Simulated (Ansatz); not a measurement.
The reference is ZnS in the wurtzite structure (space group P6_3mc, No. 186; a = 3.7822 Å, c = 6.2077 Å).

Method: PBEsol (Ansatz, a quantum-chemistry and plane-wave program, PAW, no spin-orbit coupling).

One change was made to it. Results:

The gap character is still direct at Γ; the volume per atom decreases by 0.96 Å³ (19.23 Å³ → 18.27 Å³).

Which change produced these results?
A) pressure 0.9 GPa
B) pressure 30 GPa
C) pressure 4.5 GPa

C, pressure 4.5 GPa. For comparison, the volume per atom in the other runs: pressure 0.9 GPa gives 19.01 Å³; pressure 30 GPa gives 15.27 Å³.

Load acts through the strain it causes; cell and atoms are relaxed under it. Whether these cells are dynamically stable was not tested. Tetrahedral semiconductors of this kind turn to denser phases somewhere between about 1 and 50 GPa; those were not computed, so compressed cells here can lie past the real transition.
